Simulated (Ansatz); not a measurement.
**Effect of uniaxial strain ε_zz = −3.00 % on CdS**

Base system: CdS in the zinc blende structure (space group F-43m, No. 216; a = 5.757 Å). Axes: x, y, z lie along the cube axes.

It is then changed as follows: the cell is compressed by 3.00 % along z with no lateral relaxation, atoms relaxed at fixed cell.

Calculations: LDA, PAW, 420 eV (Ansatz, a first-principles code; no spin-orbit coupling). k-mesh 10×10×10 (Γ-centred); smearing 0.05 eV (Fermi–Dirac).

The volume per atom decreases by 0.72 Å³ to 23.13 Å³ and the space group becomes I-4m2 (No. 119) (base: F-43m (No. 216)). The shortest interatomic distance drops by 0.025 Å, from 2.493 Å to 2.468 Å and the energy grows by 5.6 meV/atom. The pressure (mean of the normal stresses, compression positive) goes from zero to 2.19 GPa and the band gap is still 0.95 eV. The gap character remains direct at Γ and the electron mass changes from 0.10 mₑ (at Γ) to 0.11 mₑ along z, 0.11 mₑ across (at Γ). The hole mass comes out as 0.11 mₑ along z, 0.67 mₑ across (at Γ) and the valence-band top at Γ (three highest levels, from the VBM) goes from 0.00, 0.00, 0.00 eV to 0.00, -0.09, -0.09 eV. The stress (xx, yy, zz, yz, xz, xy; compression positive) amounts to (2.02, 2.02, 2.52, 0.00, 0.00, 0.00) GPa.

Masses are band curvatures over ±0.01 Å⁻¹ around the edge. No phonon test of stability was made. Labels are those of the standard path for the cell's own space group.
